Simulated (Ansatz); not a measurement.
Results of r²SCAN (Ansatz, a first-principles code, plane waves, PAW) for Ge (P6₃/mmc, No. 194, 8 atoms in the cell; start mp-1091415; another form than the element's usual one).

Settings: plane-wave cutoff 600 eV, 12×12×4 k mesh (along the axes of the cell as run), scalar-relativistic PAW data made under PBE.

Computed at the level's own relaxed cell.

```
CELL_PARAMETERS angstrom
      4.00351     0.00000     0.00000
     -2.00176     3.46714     0.00000
      0.00000     0.00000    13.15273
ATOMIC_POSITIONS crystal
  Ge 0.00000 0.00000 0.40684
  Ge 0.00000 0.00000 0.59316
  Ge 0.00000 0.00000 0.90684
  Ge 0.00000 0.00000 0.09316
  Ge 0.33333 0.66667 0.34412
  Ge 0.66667 0.33333 0.65588
  Ge 0.66667 0.33333 0.84412
  Ge 0.33333 0.66667 0.15588
```

Q: Give the elastic tensor (Voigt notation, GPa, ions relaxed, in the Cartesian axes of the cell as printed).

A: 
```
  152.0    37.8    23.3     0.0     0.0     0.0
   37.8   152.0    23.3     0.0     0.0     0.0
   23.3    23.3   168.4     0.0     0.0     0.0
    0.0     0.0     0.0    46.9     0.0     0.0
    0.0     0.0     0.0     0.0    46.9     0.0
    0.0     0.0     0.0     0.0     0.0    57.1
```

Note: the relaxation could not lower the start's symmetry, so the cell can be a saddle point above a distorted one.

The computed numbers hold no vibrational or temperature effects.

A start named mp-… is a Materials Project structure, which need not be a measured phase.
